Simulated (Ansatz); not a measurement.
SnO: isotropic strain +1.80 %

Consider SnO (space group P4/nmm, No. 129; a = 3.769 Å, c = 4.557 Å; layered, stacked along the Cartesian z axis; relaxed with 0.1 eV smearing).

One thing is altered: every lattice vector is stretched by 1.80 %; the atoms relax in the strained cell.

All numbers come from PBEsol-D3(BJ) (Ansatz, a program for electronic structure; PAW; 420 eV plane waves; spin-orbit coupling left out). k-mesh 15×15×13 (Γ-centred); smearing 0.1 eV (Fermi–Dirac).

| quantity | base | changed | shift |
|---|---|---|---|
| volume per atom | 16.18 Å³ | 17.07 Å³ | +0.89 Å³ |
| space group | P4/nmm (No. 129) | P4/nmm (No. 129) | – |
| shortest interatomic distance | 221.1 pm | 223.1 pm | +2.0 pm |
| energy relative to the base (free energy F) | 0 meV/atom | +8.0 meV/atom | +8.0 meV/atom |
| pressure (mean of the normal stresses, compression positive) | 0.0 GPa | -2.8 GPa | -2.8 GPa |
| band gap | zero | zero | – |
| largest internal atomic displacement | – | 0.039 Å | – |

Stability against distortions was not tested. The final runs are not spin-polarised. A zero or small gap of SnO can be the functional's error rather than a property of the material.
